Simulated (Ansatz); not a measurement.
For BeSe (model structure, started from the CsCl type, Pm-3m, No. 221, 2 atoms in the cell), PBEsol (Ansatz, a first-principles code, PAW) gives:

- equilibrium lattice constant a = 3.069 Å
- formation enthalpy = 0.460 eV/atom

### Question
What does PBE-D3(BJ) in Ansatz (PAW) give for the same quantities?

### Answer

- lattice constant a: 3.053 Å (decreases by 0.5 %)
- formation enthalpy: 0.536 eV/atom (goes up by 0.076 eV/atom)

Changes are worked out from the printed values.

Unless a cell is named, each level is at its own relaxed cell (PBEsol 14.46, PBE-D3(BJ) 14.23 Å³/atom).

Ansatz's density-functional and Hartree–Fock values are scalar-relativistic unless marked +SOC, with PAW data made under PBE.

A model structure was made by putting elements into a prototype or built by hand; it is no filed structure, need not be a known phase, and can be a saddle point held by its symmetry.
